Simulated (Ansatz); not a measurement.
## SnO (model structure, started from the h-BN type, P6₃/mmc, No. 194, 4 atoms in the cell)

These are PBEsol (Ansatz, a program for electronic structure, PAW) values and carry that method's errors.

Run with plane-wave cutoff 500 eV, 18×18×4 k mesh (along the axes of the cell as run), Fermi–Dirac smearing 0.05 eV, scalar-relativistic PAW data made under PBE.

Cell (relaxed at this level):

```
SnO
1.0
    4.11238     0.00000     0.00000
   -2.05619     3.56143     0.00000
    0.00000     0.00000     5.12538
Sn O
2 2
Direct
  0.33333   0.66667   0.25000
  0.66667   0.33333   0.75000
  0.33333   0.66667   0.75000
  0.66667   0.33333   0.25000
```

```json
{
 "band_gap": "0.32 eV (on the SCF k mesh)"
}
```

Note: the relaxation could raise the start's symmetry but not lower it, so the cell can be a saddle point.

Spin–orbit coupling is not included.

Computed values are for the static lattice.

Cost on a shared machine: very roughly 5 core-minutes.

A model structure was made by putting elements into a prototype or built by hand; it is no filed structure, need not be a known phase, and can be a saddle point held by its symmetry.
